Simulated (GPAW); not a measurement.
Worked example: self-consistent single point of Be3N2 (P1, 5 atoms in the cell) in GPAW.

Method: PBEsol, GPAW PAW datasets PBEsol (made by gpaw-setup) (plane waves; GPAW 25.7.0).

The change in words: lattice scaled by 0.98. Reference geometry:
```xyz
5
Lattice="2.8178 0.0000 0.0000 -1.4089 2.4403 0.0000 0.0000 0.0000 4.6670" Properties=species:S:1:pos:R:3 pbc="T T T"
Be     0.0121    -0.0294     0.0162
Be     1.4195     0.8145     3.0371
Be     0.0047     1.6375     1.6409
N     -0.0293     1.6315     3.4754
N      1.4108     0.8265     1.1644
```

Reference input (self-consistent single point, DFT PBEsol, plane waves, GPAW PAW datasets PBEsol (made by gpaw-setup)): mode = pw; ecut = 900 eV; xc = PBEsol; kpts = 11 11 6; mesh shift (steps) = 0 0 0; occupations.name = fixed-uniform; nbands = -6; convergence.density = 1e-05 e/electron; convergence.energy = 1e-05 eV/electron; convergence.bands = -4; symmetry.symmorphic = false; symmetry.tolerance = 0.0005. This run's input differs from it in these lines:

```diff
@@ -5,5 +5,5 @@
 atoms = Atoms(['Be', 'Be', 'Be', 'N', 'N'],
-              cell=[[2.817780, 0.000000, 0.000000],
-                    [-1.408890, 2.440269, 0.000000],
-                    [0.000000, 0.000000, 4.667020]],
+              cell=[[2.761424, 0.000000, 0.000000],
+                    [-1.380712, 2.391464, 0.000000],
+                    [0.000000, 0.000000, 4.573680]],
               scaled_positions=[[-0.001723, -0.012052, 0.003478],
```

Output (repeated stretches shortened):

```
     iter     time        total  log10-change:
                         energy   eigst   dens
iter:   1 --:--:--   -36.143837   +0.57
iter:   2 --:--:--   -35.643623   -0.56  -0.72
iter:   3 --:--:--   -34.023323   -0.57  -0.77
iter:   4 --:--:--   -34.011730   -1.63  -1.20
iter:   5 --:--:--   -34.030033   -2.07  -1.33
iter:   6 --:--:--   -34.024592   -2.67  -2.11
iter:   7 --:--:--   -34.024130   -3.69  -2.37
iter:   8 --:--:--   -34.024103   -4.00  -2.48
iter:   9 --:--:--   -34.024152c  -4.48  -3.01
iter:  10 --:--:--   -34.024048c  -4.63  -2.93
iter:  11 --:--:--   -34.024047c  -6.21  -3.75
iter:  12 --:--:--   -34.024046c  -6.57  -3.78
iter:  13 --:--:--   -34.024047c  -6.62  -3.84
iter:  14 --:--:--   -34.024045c  -6.65  -3.83
iter:  15 --:--:--   -34.024045c  -7.50c -3.87
iter:  16 --:--:--   -34.024046c  -7.66c -3.94
iter:  17 --:--:--   -34.024046c  -6.98  -4.00
iter:  18 --:--:--   -34.024046c  -8.15c -4.29
iter:  19 --:--:--   -34.024046c  -8.28c -4.33
iter:  20 --:--:--   -34.024046c  -8.40c -4.38
iter:  21 --:--:--   -34.024046c  -9.14c -4.46
iter:  22 --:--:--   -34.024046c  -7.76c -4.54
iter:  23 --:--:--   -34.024046c  -8.84c -5.07c
Converged after 23 iterations.

Dipole moment: (-0.119695, 0.292887, -0.267881) |e|*Ang

Energy contributions relative to reference atoms: (reference = -4138.519789)

Kinetic:        +39.282417
Potential:      -31.729674
External:        +0.000000
XC:             -41.817440
Entropy (-ST):   +0.000000
Local:           +0.240651
SIC:             +0.000000
--------------------------
Free energy:    -34.024046
Extrapolated:   -34.024046

Showing only first 2 kpts
 Kpt  Band  Eigenvalues  Occupancy
  0     6      8.55352    2.00000
  0     7      8.83985    2.00000
  0     8     15.94541    0.00000
  0     9     16.48682    0.00000

  1     6      8.44365    2.00000
  1     7      8.51745    2.00000
  1     8     16.16710    0.00000
  1     9     16.63025    0.00000

Fermi level: 11.05132

Gap: 4.320 eV
Transition (v -> c):
   [... lines left out ...]
Direct gap: 6.174 eV
   [... lines left out ...]

Forces in eV/Ang:
  0 Be    0.03671    0.02235   -0.08817
  1 Be   -0.55086    0.01533   -0.13662
  2 Be   -0.07983   -0.04623    0.09894
  3 N     0.61227    0.05464    0.27220
  4 N    -0.01939   -0.04527   -0.14686

Stress tensor:
    -0.082061    -0.012428    -0.011074
    -0.012428    -0.079876    -0.002154
    -0.011074    -0.002154    -0.055947
Stress (GPa, Voigt): [-13.1476 -12.7975  -8.9637  -0.3451  -1.7743  -1.9911]
```

The run converged in 23 iterations. GPAW prints stress with tension positive. Against the reference run the free energy goes up by 9.4 meV/atom, the largest force goes from 0.510 to 0.672 eV/Å and the gap on the mesh goes from 4.158 to 4.320 eV.

At such cutoffs GPAW's stress carries a finite-basis (Pulay) error, which enters relaxed cells too; its log prints stress with tension positive.

The starting cell comes from a database of computed structures (which also holds hypothetical and non-ambient phases and stackings), without a prior relaxation at this level. Its atoms were displaced at random from the sites of space group no. 164. For this run, on top of that: lattice scaled by 0.98.

Cost on one core of a shared machine: roughly 3 min.
